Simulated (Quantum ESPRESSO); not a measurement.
Quantum ESPRESSO is run on Nb₅As₄Pd₄ (I4/m, 13 atoms in the cell), and the run fails. The aim is a self-consistent single point with DFT, PBEsol, plane waves, GBRV 1.5 ultrasoft (PBESOL) pseudopotentials.

Cell that was meant: a = 7.7467 Å, b = 7.7467 Å, c = 7.7467 Å, α = 93.48°, β = 93.48°, γ = 151.47°.

Part of the input:

```fortran
/
&electrons
    conv_thr = 1.0d-10
    electron_maxstep = 2
/
ATOMIC_SPECIES
Nb    92.9064  nb_pbesol_v1.uspp.F.UPF
```

Output, abridged:

```
     Self-consistent Calculation

     iteration #  1     ecut=    40.00 Ry     beta= 0.70

     negative rho (up, down):  3.056E-01 0.000E+00

     total energy              =   -1542.41616528 Ry
     estimated scf accuracy    <       4.69403384 Ry

     iteration #  2     ecut=    40.00 Ry     beta= 0.70

     negative rho (up, down):  3.072E-01 0.000E+00

     total energy              =   -1540.44124880 Ry
     estimated scf accuracy    <      18.59837039 Ry
     End of self-consistent calculation

     convergence NOT achieved after   2 iterations: stopping

   JOB DONE.
```

What caused this, and what should be changed?

The fault is an iteration limit that is too low. The loop is cut before its threshold is met, so whatever is printed at the end is not self-consistent. To fix it, raise the limit, or leave it to the default. The run ended unconverged after 2 iterations.

The sound input it was made from differs as follows (other fixes are possible):
```diff
-    electron_maxstep = 2
```

With that input, the run converged in 15 iterations: free energy E − TS -21015.9309 eV; Fermi level (on the code's own zero) 16.49 eV; pressure -7.36 GPa; largest force (vector length) 0.049 eV/Å (DFT, PBEsol, plane waves, GBRV 1.5 ultrasoft (PBESOL) pseudopotentials).

On the sound input: the starting cell comes from a database of computed structures (which also holds hypothetical and non-ambient phases and stackings), without a prior relaxation at this level. Spin polarisation is off; with an odd number of electrons in the cell that forces a metal, and a magnetic state may lie lower. With a pressure of about -7 GPa the cell is away from its equilibrium volume at this level.
